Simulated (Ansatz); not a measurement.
## MoSi2: response to strain

Base system: MoSi2 (space group I4/mmm, No. 139; a = 3.217 Å, c = 7.875 Å; relaxed with 0.1 eV smearing). Axes: x, y, z lie along a, b, c of the conventional cell.

Strains are applied to the cell and any free atomic positions relax; under biaxial strain the out-of-plane vector relaxes too.

Method: PBE in Ansatz (plane waves to 420 eV, PAW, scalar-relativistic without spin-orbit coupling).

```tsv
biaxial strain, plane normal [001], relaxed out of plane (%)	out-of-plane strain (%)
0	0.00
1.43	-0.49
1.82	-0.61
2.12	?
3.58	-1.11
```

Problem. Fit ε⊥ = −νε + γε² (strains in %) to the rows shown and predict the withheld row.

Solution. Least squares on the printed values gives ν = 0.36 (the biaxial Poisson response) and γ = 0.015 (largest residual 0.00 %); this predicts -0.70 %, and the run gives -0.70 %, in agreement.

Whether these cells are dynamically stable was not tested. The final runs are not spin-polarised.

Ansatz is an electronic-structure program.
